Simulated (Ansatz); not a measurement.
Consider Rh in the fcc (Cu type) structure (space group Fm-3m, No. 225; a = 3.780 Å).

Perturbation: a hydrostatic pressure of 10 GPa.

Levels (all Ansatz, an electronic-structure program, PAW): PBEsol (420 eV, scalar-relativistic without spin-orbit coupling); PBEsol+SOC (420 eV, spin-orbit coupling included).

The geometry is relaxed with PBEsol.

| Item | Result |
|---|---|
| PBEsol pressure | 10.0 GPa |

With PBEsol+SOC at the same geometry, the pressure rises by 0.2 GPa, from 10.0 GPa to 10.2 GPa.

Single points use the geometry relaxed with PBEsol. The spin-orbit shifts are approximate. Load acts through the strain it causes; cell and atoms are relaxed under it. No phonon test of stability was made. Competing high-pressure phases were not computed. The runs without spin-orbit coupling are not spin-polarised.
